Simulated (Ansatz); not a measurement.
Take KTaO3 in the cubic perovskite structure (space group Pm-3m, No. 221; a = 3.952 Å) as the base.

All numbers come from DFT with LDA, PAW potentials and a 420 eV plane-wave cutoff in Ansatz (a program for electronic structure), no spin-orbit coupling.

For the base:

```
Item                   Value
-------------------  -------
Smallest direct gap  2.73 eV
Band gap             2.13 eV
Lattice parameter a  3.952 Å
```

Now apply this change: a negative pressure, −2 GPa.

Question: What happens to the smallest direct gap?

Answer: The smallest direct gap falls by 0.01 eV, from 2.73 eV to 2.72 eV.

Question: What happens to the band gap?

Answer: The band gap falls by 0.02 eV (2.13 eV → 2.11 eV).

Question: Estimate the effect on the lattice parameter a.

Answer: The lattice parameter a goes up by 0.012 Å to 3.964 Å.

Spin-orbit coupling, missing from the scalar runs, can matter with Ta. Load acts through the strain it causes; cell and atoms are relaxed under it. Whether these cells are dynamically stable was not tested.
